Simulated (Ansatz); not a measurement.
We consider SnGe3 (I4/mmm, No. 139, 4 atoms in the cell; start mp-979254), described by PBEsol in Ansatz (plane waves, PAW).

Run with plane-wave cutoff 520 eV, 18×18×18 k mesh, Fermi–Dirac smearing 0.05 eV, scalar-relativistic PAW data made under PBE.

Cell (relaxed at this level):

```
SnGe3
1.0
   -2.14966     2.14966     4.44492
    2.14966    -2.14966     4.44492
    2.14966     2.14966    -4.44492
Sn Ge
1 3
Direct
  0.00000   0.00000   0.00000
  0.75000   0.25000   0.50000
  0.25000   0.75000   0.50000
  0.50000   0.50000   0.00000
```

Problem. Give the computed bulk modulus B0.

Solution. 
bulk modulus B0: 67.2 GPa

The run finds no gap.

Note: the bulk modulus is −V dP/dV from two relaxed cells at ±2 % in volume; the relaxation could not lower the start's symmetry, so the cell can be a saddle point above a distorted one.

Spin–orbit coupling is not included; it can open a gap where bands touch, and shift volumes and moduli.

Static lattice: no zero-point or thermal effects.

A start named mp-… is a Materials Project structure, which need not be a measured phase.

Ansatz is a first-principles code.
